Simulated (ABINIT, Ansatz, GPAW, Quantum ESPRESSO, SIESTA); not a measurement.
Ti₆O (P-31m, 7 atoms in the cell) computed with different codes at matched settings

Self-consistent single point.

```xyz
7
Lattice="5.1048 0.0000 0.0000 -2.5524 4.4209 0.0000 0.0000 0.0000 4.7306" Properties=species:S:1:pos:R:3 pbc="T T T"
Ti     1.7072     2.9569     1.2334
Ti     0.8452     1.4639     3.4972
Ti     1.6904     0.0000     1.2334
Ti     3.4144     0.0000     3.4972
Ti    -0.8452     1.4639     1.2334
Ti    -1.7072     2.9569     3.4972
O      0.0000     0.0000     0.0000
```

Shared settings, as Ansatz (a program for electronic structure) writes them: kpoints.mp_grid.grid = 4 4 3; scf.occupations.method = gaussian; scf.occupations.width = 0.05 eV. Potentials and cutoffs stand in the table.

| code | model | pressure (GPa) | largest force (eV/Å) | cutoff |
|---|---|---|---|---|
| Ansatz | PBEsol, PAW files made with PBE | -4.13 | 0.097 | default |
| Quantum ESPRESSO | PBEsol, PseudoDojo standard norm-conserving (PBESOL) pseudopotentials | -3.99 | 0.105 | 85 Ry |
| GPAW | PBEsol, GPAW PAW datasets PBEsol (made by gpaw-setup) | – | 0.045 | 950 eV |
| SIESTA | GGA PBEsol, numerical atomic orbitals DZP, PseudoDojo PBEsol standard norm-conserving potentials (rewritten from UPF to PSML) | -6.04 | 0.085 | grid 300 Ry |
| ABINIT | PBEsol, PAW (JTH v2.0 PBE PAW, files made for PBE) | -3.81 | 0.082 | 816 eV |

A dash marks a value that a program does not give, or that is left out as unsure.

On Ansatz's run: spin polarisation is off, so a magnetic state, if there is one, cannot be reached.

The spread over the programs that give each value: pressure within 2.23 GPa; largest force within 0.060 eV/Å.

SIESTA uses small atom-centred bases, whose incompleteness enters pressures, forces and empty levels differently from a plane-wave cutoff. Ansatz's pressure is given at a fixed set of plane waves, as the other plane-wave codes print theirs; with its correction for the finite basis it is -4.02 GPa. The pressure of GPAW is left out: its cutoff lies under the one at which its stress was checked. In the pressure, SIESTA (by 2.05) lies more than 1 GPa from the median of the plane-wave programs.

On the base mesh (5 5 5) the same programs gave: Ansatz pressure -4.32 GPa; Quantum ESPRESSO pressure -4.19 GPa; ABINIT pressure -4.00 GPa; SIESTA pressure -6.27 GPa.

The starting cell comes from a database of computed structures (which also holds hypothetical and non-ambient phases and stackings), without a prior relaxation at this level.

Left out of this page: Elk (not drawn, or without a comparable value).

Keys are those of Ansatz 0.2.
